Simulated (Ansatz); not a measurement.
Start from a 16-atom supercell of LiCl in the rock salt structure (space group Fm-3m, No. 225; a = 5.112 Å) at its relaxed geometry.

Level of theory: r2SCAN (Ansatz, a first-principles code, PAW, no spin-orbit coupling).

One neutral defect a cell, atoms relaxed at fixed cell.

One change was made to it. Results:

```json
[
 {"quantity": "pressure", "base": "0.0 GPa", "after": "1.3 GPa"},
 {"quantity": "largest displacement of a host atom from its site in the perfect cell", "base": "–", "after": "0.11 Å"}
]
```

### Question
Which change produced these results?
(A) K on a Li site
(B) H interstitial (started 2.00 Å from the nearest host atom)
(C) F on a Cl site
(D) I on a Cl site, symmetric start

### Answer
B, H interstitial (started 2.00 Å from the nearest host atom). For comparison, the pressure in the other runs: I on a Cl site, symmetric start gives 3.2 GPa; K on a Li site gives 4.7 GPa; F on a Cl site gives -0.8 GPa.

Other magnetic orders, which the real material may have, were not ruled out. In so small a cell the defect repeats every few ångströms: this is an ordered compound, not a dilute defect. Defects with a symmetric start kept the site's symmetry and may sit on a saddle; the others started slightly shaken. Seeded moments were not kept for I on a Cl site, K on a Li site and F on a Cl site.
